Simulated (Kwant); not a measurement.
System: quantum point contact (saddle potential) in a In0.53Ga0.47As two-dimensional gas. Effective mass 0.041 mₑ, grid spacing 6.2 nm, hard walls, nominal width 150 nm (25 grid rows, so walls 161.2 nm apart), one parabolic valley, scattering region 450 nm long along x; energies count from the band bottom; Fermi energy 0.00467 eV. Potential (V0 + ½k y²) cos²(πx/L) for |x| < L/2, with V0 swept from 0.0049035 to 0 eV, k = 8.9e-06 eV/nm², L = 230 nm.

The device is made up for the run: typed textbook-type constants, with dimensions and the other settings drawn at random.

Kwant, effective-mass tight-binding model on a square grid, one spin, coherent transport at 0 K. Conductance is in e²/h.

Q: Compare with the saddle-point formula G = Σ 1/(1 + exp(−2π(E − V0 − ħωy(n + ½))/ħωx)), taking ħωy = ħ√(k/m) and ħωx from the curvature along x of V0 plus half of the mode's confinement energy.

A: ħωy = 4.07 meV; at V0 = 3.98 meV the lowest mode has ħωx = 1.86 meV.

```
V0 (meV)  formula  simulation
--------  -------  ----------
4.62       0.0018      0.0016
3.98        0.011       0.010
3.34        0.073       0.078
2.70         0.44        0.46
2.06         0.92        0.93
1.42         1.00        1.00
```

The formula takes a parabolic saddle in the continuum; the run has the full potential on a grid.
